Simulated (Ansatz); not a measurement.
For TiO₂ (Pbca, No. 61), PBE-D4 in Ansatz (PAW) gives:

| Item | Result |
|---|---|
| equilibrium volume per atom | 10.77 Å³/atom |
| formation enthalpy | -3.160 eV/atom |

### Question
What does r²SCAN-D4 (Ansatz, a quantum-chemistry and plane-wave program, PAW) give for the same quantities?

### Answer

- equilibrium volume per atom: 10.65 Å³/atom (decreases by 1.1 %)
- formation enthalpy: -3.385 eV/atom (moves by -0.225 eV/atom)

Changes are worked out from the printed values.

Unless a cell is named, each level is at its own relaxed cell (PBE-D4 10.77, r²SCAN-D4 10.65 Å³/atom).

Caveats: the relaxation could not lower the start's symmetry, so the cell can be a saddle point above a distorted one (PBE-D4, r²SCAN-D4). Ansatz's density-functional and Hartree–Fock values are scalar-relativistic unless marked +SOC, with PAW data made under PBE.
